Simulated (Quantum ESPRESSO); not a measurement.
A self-consistent single point of Ba₂S₃ (I4_1md, 10 atoms in the cell) with Quantum ESPRESSO.

Computed with Wu-Cohen GGA, GBRV 1.5 ultrasoft (PBE) pseudopotentials (plane waves; Quantum ESPRESSO).

```
Ba2S3
1.0
    3.04730    -3.04730     8.07553
    3.04730     3.04730     8.07553
   -3.04730    -3.04730     8.07553
Ba S
4 6
Direct
  0.00000   0.70442   0.70442
  0.50000   0.95442   0.45442
  0.00000   0.29954   0.29954
  0.50000   0.54954   0.04954
  0.17302   0.71902   0.89204
  0.67302   0.14204   0.46902
  0.82698   0.06506   0.89204
  0.32698   0.14204   0.81506
  0.50000   0.74915   0.24915
  0.00000   0.49915   0.49915
```

Reference input (self-consistent single point, DFT, PBEsol, plane waves, GBRV 1.5 ultrasoft (PBESOL) pseudopotentials): ecutwfc = 40 Ry; ecutrho = 200 Ry; occupations = fixed; potentials = {Ba: ba_pbesol_v1.uspp.F.UPF, S: s_pbesol_v1.4.uspp.F.UPF}; K_POINTS = automatic 3 3 3 0 0 0; nbnd = 42; conv_thr = 1e-11 Ry. This run's input differs from it in these lines:

```diff
@@ -19,2 +19,3 @@
   nbnd = 42
+  input_dft = 'wc'
 /
@@ -24,4 +25,4 @@
 ATOMIC_SPECIES
-Ba   137.3270  ba_pbesol_v1.uspp.F.UPF
-S     32.0600  s_pbesol_v1.4.uspp.F.UPF
+Ba   137.3270  ba_pbe_v1.uspp.F.UPF
+S     32.0600  s_pbe_v1.4.uspp.F.UPF
 ATOMIC_POSITIONS {crystal}
```

Output (repeated stretches shortened):

```
     Self-consistent Calculation

     iteration #  1     ecut=    40.00 Ry     beta= 0.70

---- Real-time Memory Report at c_bands before calling an iterative solver
           615 MiB given to the printing process from OS
           140 MiB allocation reported by mallinfo(arena+hblkhd)
------------------

     Threshold (ethr) on eigenvalues was too large:
     Diagonalizing with lowered threshold

---- Real-time Memory Report at c_bands before calling an iterative solver
           685 MiB given to the printing process from OS
           156 MiB allocation reported by mallinfo(arena+hblkhd)
------------------

   [... lines left out ...]
           725 MiB given to the printing process from OS
           186 MiB allocation reported by mallinfo(arena+hblkhd)
------------------

     negative rho (up, down):  3.474E-01 0.000E+00

     total energy              =    -426.16937993 Ry
     estimated scf accuracy    <          1.6E-11 Ry

     iteration # 14     ecut=    40.00 Ry     beta= 0.70

---- Real-time Memory Report at c_bands before calling an iterative solver
           725 MiB given to the printing process from OS
           186 MiB allocation reported by mallinfo(arena+hblkhd)
------------------

     negative rho (up, down):  3.474E-01 0.000E+00
     End of self-consistent calculation

     highest occupied, lowest unoccupied level (ev):     6.2485    8.1801

!    total energy              =    -426.16937993 Ry
     estimated scf accuracy    <          1.9E-12 Ry

     convergence has been achieved in  14 iterations

     negative rho (up, down):  3.474E-01 0.000E+00

     Forces acting on atoms (cartesian axes, Ry/au):

     atom    1 type  1   force =     0.00000000    0.00000000    0.00071616
     atom    2 type  1   force =    -0.00000000    0.00000000    0.00071616
     atom    3 type  1   force =     0.00000000    0.00000000   -0.00171694
     atom    4 type  1   force =     0.00000000    0.00000000   -0.00171694
     atom    5 type  2   force =     0.00000000   -0.00052790    0.00062002
     atom    6 type  2   force =     0.00052790    0.00000000    0.00062002
   [... lines left out ...]
     Total force =     0.003113     Total SCF correction =     0.000002
   [... lines left out ...]

     negative rho (up, down):  3.474E-01 0.000E+00
          total   stress  (Ry/bohr**3)                   (kbar)     P=      -24.36
  -0.00016133   0.00000000   0.00000000          -23.73        0.00        0.00
   0.00000000  -0.00016133  -0.00000000            0.00      -23.73       -0.00
   0.00000000  -0.00000000  -0.00017418            0.00       -0.00      -25.62

   JOB DONE.
```

The run converged in 14 iterations. Against the reference run the pressure hardly changes (-2.51 to -2.44 GPa), the largest force goes from 0.052 to 0.044 eV/Å and the gap on the mesh moves little (1.929 to 1.932 eV).

The starting cell comes from a database of computed structures (which also holds hypothetical and non-ambient phases and stackings), without a prior relaxation at this level.

Cost on one core of a shared machine: roughly 4 min.
